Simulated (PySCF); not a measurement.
PySCF 2.14.0, B3LYP/def2-svp, df: Al(CF3)(Cl)(F) ([F][Al]([Cl])[C](F)(F)F), 7 atoms. The geometry is a generated start, not checked to be a minimum at this level.

- task: energy
- method: b3lyp
- basis: def2-svp
- two-electron scheme: density fitting
- mol.max_memory: 3000 MB
- mf.max_cycle: 100
- mf.conv_tol: 1e-09 (default)
- mf.grids.level: 3 (default)
- basis functions: 106
- grid points: 109232

```xyz
7

Al    -0.1020     0.2772     1.1665
C      0.1374    -0.2696    -0.8268
F     -0.7804     0.4099    -1.5568
F     -0.0581    -1.5720    -1.1136
F      1.3344     0.0450    -1.3629
Cl    -1.4614     1.6894     1.5844
F      0.9300    -0.5799     2.1091
```

With the defaults (mf.DIIS = CDIIS, mf.diis = true, newton = off, mf.init_guess = minao, mf.level_shift = 0, mf.diis_space = 8) it converges in 13 Fock builds. One run each on 2 threads, 1 BLAS thread, with these changes:
- mf.init_guess = 1e
- mf.level_shift = 1 Hartree
- mf.DIIS = EDIIS
- mf.diis = false
- mf.diis_space = 5
- mf.diis_space = 3
- newton = Hessian by the SCF's own integrals
- mf.init_guess = sap
- mf.init_guess = huckel

**Question.** Which of these changes keep the SCF from converging, or lead it to another solution?

**Answer.** No convergence: mf.DIIS = EDIIS; mf.diis = false (the run ends without SCF convergence in 100 cycles). The rest reach the solution of the defaults.

```
setting                                      Fock builds             end
-------------------------------------------  -----------  --------------
the defaults                                          13   same solution
mf.diis_space = 5                                     13   same solution
mf.init_guess = sap                                   14   same solution
mf.init_guess = huckel                                14   same solution
mf.diis_space = 3                                     15   same solution
mf.init_guess = 1e                                    17   same solution
newton = Hessian by the SCF's own integrals           33   same solution
mf.level_shift = 1 Hartree                            36   same solution
mf.DIIS = EDIIS                                      101  no convergence
mf.diis = false                                      101  no convergence
```

Under newton the count holds the products with the orbital Hessian.
